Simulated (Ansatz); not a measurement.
For MgRh (Pm-3m), Ansatz (a first-principles code) with PBEsol, DFPT electron-phonon coupling, linearised Boltzmann equation gives a transport coupling λ_tr = 0.197 and a Drude plasma energy ħω_p = 6.97 eV.

Problem. Estimate the resistivity at 300 K from the high-temperature formula ρ = 2π λ_tr k_B T / (ħ ε₀ ω_p²), and say how the full Boltzmann solution compares.

Solution. The scattering rate is 1/τ = 2π λ_tr k_B T/ħ = 4.86e13 s⁻¹ and ω_p = 1.06e16 s⁻¹, so ρ ≈ 4.90 μΩ·cm. The Boltzmann solution gives 5.08 μΩ·cm, 1.04 times the estimate.

A metal at this level (no band gap). Only scattering by harmonic phonons is included (no impurities, grain boundaries, electron-electron scattering or thermal expansion). Spin-orbit coupling is left out. The run warned that the eigensolver left some states short of its tolerance. Halving the electron mesh (28x28x28) moves the resistivity by up to 6 % at 300 K, the coupling by up to 5 %. Smearing 0.20 eV; phonons on a 5x5x5 q mesh, which this run doesn't test.

Formula and space group known from diffraction (Crystallography Open Database), not checked to be the room-temperature form: MgRh (Pm-3m).
